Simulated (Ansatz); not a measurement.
Consider Al$_{2}$O$_{3}$ in the corundum structure (space group R-3c, No. 167; a = 4.7738 Å, c = 13.0147 Å (hexagonal axes)). Axes: x lies along a and z along c of the hexagonal cell.

The values are results of PBEsol in Ansatz (plane waves to 420 eV, PAW, scalar-relativistic without spin-orbit coupling), not measurements.

One thing is altered: the cell is compressed by 0.75 % along x with no lateral relaxation; the atoms relax in the strained cell.

Predict the stress tensor and what it implies for the stiffness.

Stress of the strained cell less that of the base (GPa, compression positive):
```
   3.55    0.00    0.00
   0.00    1.20    0.14
   0.00    0.14    0.91
```

Then −Δσ_ii/ε with ε = -0.0075 gives relaxed-ion elastic constants: C11 ≈ 474 GPa, C12 ≈ 160 GPa and C13 ≈ 122 GPa.

Stability against distortions was not tested.

Ansatz is a first-principles code.
